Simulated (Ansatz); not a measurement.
## Habitual settings against a tight run: YAl2Ge2 (P-3m1, 5 atoms in the cell)

Self-consistent single point.

```
Y(AlGe)2
1.0
    4.31146     0.00000     0.00000
   -2.15573     3.73383     0.00000
    0.00000     0.00000     6.65324
Y Al Ge
1 2 2
Direct
  0.00000   0.00000   0.00000
  0.66667   0.33333   0.35332
  0.33333   0.66667   0.64668
  0.66667   0.33333   0.74137
  0.33333   0.66667   0.25863
```

Level of theory: r2SCAN, default PAW files made with PBE (plane waves; Ansatz, a program for electronic structure).

Base settings: basis.ecutwfc = 36.7 Ry; kpoints.mp_grid.grid = 7 7 4; hamiltonian.xc = r2scan; hamiltonian.pseudopotentials = {kind: paw} (the program's default PAW files); scf.occupations.method = gaussian; scf.occupations.width = 0.01 Ry.

Tight run (finer mesh or higher cutoff; not a proven limit): basis.ecutwfc: 36.7 Ry → 51.4 Ry; kpoints.mp_grid.grid: 7 7 4 → 10 10 6; scf.convergence.dr2_threshold: default (1e-07 eV) → 1e-09 eV. It gave Fermi level (on the code's own zero) 9.42 eV; pressure -2.63 GPa; largest force (vector length) 0.187 eV/Å.

Quick runs, as changes from the base:
- A: the base itself
- B: basis.ecutwfc: 36.7 Ry → 22 Ry; kpoints.mp_grid.grid: 7 7 4 → 1 1 1
- C: basis.ecutwfc: 36.7 Ry → 29.4 Ry; kpoints.mp_grid.grid: 7 7 4 → 6 6 6; scf.occupations.method: gaussian → fermi_dirac; scf.occupations.width: 0.01 Ry → 0.0147 Ry
- D: basis.ecutwfc: 36.7 Ry → 22 Ry; kpoints.mp_grid.grid: 7 7 4 → 3 3 3
- E: basis.ecutwfc: 36.7 Ry → 22 Ry; kpoints.mp_grid.grid: 7 7 4 → 6 6 6; scf.convergence.dr2_threshold: default (1e-07 eV) → 0.001 eV

Energies are extrapolated to zero smearing width, which holds to low order in the width alone.

The count of work is k-points × plane waves × bands × iterations; it is no time. 

Pressures in the table are Ansatz's without its Pulay estimate, at a fixed set of plane waves; the tight run's value above holds the estimate.

The starting cell comes from a database of computed structures (which also holds hypothetical and non-ambient phases and stackings), without a prior relaxation at this level. Its lattice was rescaled by a random factor within 2.5 % of one. The cutoff lies below the one recommended for these files.

```tsv
run	energy less tight (meV/atom)	pressure less tight (GPa)	largest miss in a force vector (eV/Å)	count of work / tight
A	7.8	0.07	0.065	0.18
B	3357.6	14.98	1.164	0.0061
C	1.5	0.19	0.095	0.17
D	101.9	-4.15	0.218	0.019
E	75.6	-4.59	0.122	0.078
```

Among the runs at the tight run's level, the energy misses run from 1.5 to 3357.6 meV/atom.

Left out of this page: 1 run of the series unsound by tests on forces, stress, charge or solver warnings.

Keys are those of Ansatz 0.2.
